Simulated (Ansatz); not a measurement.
Input:

```
Bi2Se3
1.0
    4.06378     0.00000     0.00000
    2.03189     3.51934     0.00000
    2.03189    -1.17311     9.96328
Bi Se
2 3
Direct
  0.20181   0.39910   0.19729
  0.79819   0.60090   0.80271
  0.00000   0.00000   0.00000
  0.57152   0.21424   0.64272
  0.42848   0.78576   0.35728
```

No spin polarisation.

Level of theory: Ansatz (a program for electronic structure), r2SCAN+rVV10, PAW, cutoff 500 eV, no SOC. k-mesh 9×9×9 (Γ-centred); smearing 0.05 eV (Fermi–Dirac).

**Question.** Estimate the valence-band top at Γ (three highest levels, from the VBM).

**Answer.** 0.00, -1.23, -1.23 eV.

**Question.** Estimate the hole mass.

**Answer.** 0.31 mₑ out of plane, 0.28 mₑ in plane (at Γ).

Spin-orbit coupling, missing from the scalar runs, can matter with Bi. The levels and masses belong to the bands next to the band gap. The cells carry an imposed strain or load. Masses are band curvatures over ±0.01 Å⁻¹ around the edge. Stability against distortions was not tested. The cell was made from Bi₂Se₃ in the Bi2Te3 type structure (space group R-3m, No. 166) by this change: biaxial strain −1.95 %, plane normal [001], relaxed out of plane.
